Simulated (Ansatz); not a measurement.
Consider Ti in the hcp (Mg type) structure (space group P6_3/mmc, No. 194; a = 2.864 Å, c = 4.537 Å; relaxed with 0.1 eV smearing).

All numbers come from LDA (Ansatz, a first-principles code; PAW; 420 eV plane waves; no spin-orbit coupling).

Base values:

```
Property    Value
--------  -------
Pressure  0.0 GPa
Band gap     zero
```

Modification: the cell is scaled by 1.0100 in all directions; the atoms relax in the strained cell.

Q: Predict the new energy relative to the base, pressure and band gap.

A: The energy increases by 5.6 meV/atom; the pressure (mean of the normal stresses, compression positive) goes from zero to -3.6 GPa; the band gap stays zero.

Whether these cells are dynamically stable was not tested. The final runs are not spin-polarised.
